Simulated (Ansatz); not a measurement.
# MgAu, thickness series

Take MgAu in the CsCl type structure (space group Pm-3m, No. 221) as the base.

```
MgAu
1.0
    3.25840     0.00000     0.00000
    0.00000     3.25840     0.00000
    0.00000     0.00000     3.25840
Mg Au
1 1
Direct
  0.50000   0.50000   0.50000
  0.00000   0.00000   0.00000
```

Cartesian axes are those of the cell as printed.

Free-standing slabs (2 atom(s) a layer) normal to [110] with 15 Å of vacuum; in-plane cell held at bulk.

Method: PBEsol/PAW in Ansatz (a first-principles code), scalar-relativistic without spin-orbit coupling.

Notes on the quantities. excess energy per area of both faces: slab less bulk energy over the cell's area: twice a surface energy; uncertain by up to 0.1 J/m²; layer's space group: with vacuum.

```csv
case,excess energy per area of both faces,layer's space group,thickness between the outermost nuclei
1 layer,–,Pmmm (No. 47),–
2 layers,1.93 J/m²,Pmma (No. 51),2.51 Å
3 layers,1.9 J/m²,Pmmm (No. 47),4.67 Å
4 layers,1.9 J/m²,Pmma (No. 51),6.99 Å
5 layers,2.0 J/m²,Pmmm (No. 47),9.34 Å
6 layers,1.9 J/m²,Pmma (No. 51),11.64 Å
7 layers,2.0 J/m²,Pmmm (No. 47),13.91 Å
```

The excess energy carries the mismatch between the slab's and the bulk's meshes. Stability against distortions was not tested.
